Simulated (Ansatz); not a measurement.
Here is the system:

```xyz
10
Lattice="3.0476 0.0000 0.0000 1.5238 6.1402 0.0000 0.0000 1.3841 5.6504" Properties=species:S:1:pos:R:3 pbc="T T T"
Ga     1.5238     2.8991     3.8720
Ga     3.0476     4.6252     1.7783
Ga     3.0476     1.3951     1.1595
Ga     1.5238     6.1293     4.4908
O      3.0476     7.1258     4.2001
O      1.5238     0.3986     1.4502
O      3.0476     2.7336     2.4679
O      1.5238     4.7908     3.1824
O      1.5238     4.2712     0.6167
O      3.0476     3.2532     5.0336
```

Space group of this cell: C2/m. The cell is taken as given; by r2SCAN its mean pressure is -1.5 GPa.

Level of theory: r2SCAN (plane waves, PAW; Ansatz, an electronic-structure program).

The current runs along the normal of the first two printed vectors; no spin-orbit coupling. Scaled by the factor s: all lengths (ions clamped). Meshes 10×10×6 and 10×6 across the current in all rows.

| s | mean pressure (GPa) | band gap (eV) |
|---|---|---|
| 0.98 | 12.8 | 3.54 |
| 1.00 | -1.5 | 2.95 |
| 1.02 | -12.2 | ? |

Take the slope of the band gap against ln s from the two given rows, extrapolate to s = 1.02, and say what the run there gives.

Slope = (3.54 − 2.95) / ln 0.98 = -29.2 eV. The line gives 2.95 + (-29.2) × ln 1.02 = 2.37 eV. The run gives 2.41 eV, 0.04 eV over the line, 7 % of the predicted step.
